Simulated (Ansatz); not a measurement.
CsPbCl3 (within 0.1 Å of Pm-3m, No. 221, 5 atoms in the cell; start mp-675022), treated with dielectric-dependent PBEsol hybrid (plane waves, PAW; Ansatz, an electronic-structure program).

Settings: plane-wave cutoff 460 eV, 4×4×4 k mesh, Fermi–Dirac smearing 0.01 eV, scalar-relativistic PAW data made under PBE.

Cell (relaxed with PBEsol):

```xyz
5
Lattice="3.9732 2.2939 3.2438 -3.9732 2.2939 3.2438 0.0000 -4.5878 3.2438" Properties=species:S:1:pos:R:3 pbc="T T T"
Cs     0.0000     0.0000     4.8657
Pb     0.0000     0.0000     0.0000
Cl     1.9859    -3.4397     4.8657
Cl     1.9859     3.4397     4.8657
Cl    -3.9718     0.0000     4.8657
```

Give the computed band gap and direct gap at Γ.


* **band gap**: 3.15 eV (on the SCF k mesh)
* **direct gap at Γ**: 7.73 eV

Spin–orbit coupling is not included; with these elements it can move the gap by several tenths of an eV or more.

A start named mp-… is a Materials Project structure, which need not be a measured phase.
